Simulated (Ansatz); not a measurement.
Structures of equal composition on the (110) surface of bcc Ta: a layer of Ge in place of the second plane; a layer of Ge in place of the third plane. The slabs share one bottom face, and each structure is named by its start. These are constructed structures in small cells; real faces may alloy, dewet or reconstruct in larger ones, and not all known structures of the face are among them. Slabs of about 11 Å with all that they carry, Fermi-Dirac smearing of 0.1 eV. Bottom of the slabs: a bare face, its two planes held. Relaxed from the named starts with such symmetry as they have, on meshes of like density; energies extrapolated to zero smearing; no spin-orbit coupling, no U. Spin-polarised runs, if any, are marked in brackets, and their order is one that fits the cell; the others ran without spin.

Level of theory: PBE (plane waves to 420 eV, PAW; Ansatz, a quantum-chemistry and plane-wave program).

Task: Order them by energy per 1x1 cell (lowest first) at the level PBE.

Result: a layer of Ge in place of the third plane (0.000 eV), a layer of Ge in place of the second plane (0.306 eV)
